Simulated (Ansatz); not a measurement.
Input:

```yaml
crystal:
  lattice:
    - [4.76918, 0.00000, 0.00000]
    - [0.00000, 4.76918, 0.00000]
    - [0.00000, 0.00000, 3.17346]
  atoms:
    - { symbol: Sn, position: [0.00000, 0.00000, 0.00000] }
    - { symbol: Sn, position: [0.50000, 0.50000, 0.50000] }
    - { symbol: O, position: [0.30571, 0.30571, 0.00000] }
    - { symbol: O, position: [0.80571, 0.19429, 0.50000] }
    - { symbol: O, position: [0.19429, 0.80571, 0.50000] }
    - { symbol: O, position: [0.69429, 0.69429, 0.00000] }
```

No spin polarisation.

Method: PBEsol (Ansatz, an electronic-structure program, PAW, no spin-orbit coupling). Γ-centred 7×7×10 mesh, Fermi–Dirac width 0.05 eV.

Question: Predict the band gap, electron mass, stress and hole mass.

Answer: The band gap comes out as 1.08 eV and the electron mass comes out as 0.18 mₑ along z, 0.20 mₑ across (at Γ). The stress (xx, yy, zz, yz, xz, xy; compression positive) comes out as (1.78, 1.78, 5.04, 0.00, 0.00, 0.00) GPa and the hole mass comes out as 1.8 mₑ along z, 1.2 mₑ across (at Γ).

The cells carry an imposed strain or load. Effective masses come from finite differences of ±0.01 Å⁻¹. No phonon test of stability was made. The cell was made from SnO₂ in the rutile structure (space group P4_2/mnm, No. 136) by this change: uniaxial strain ε_zz = −1.20 %.
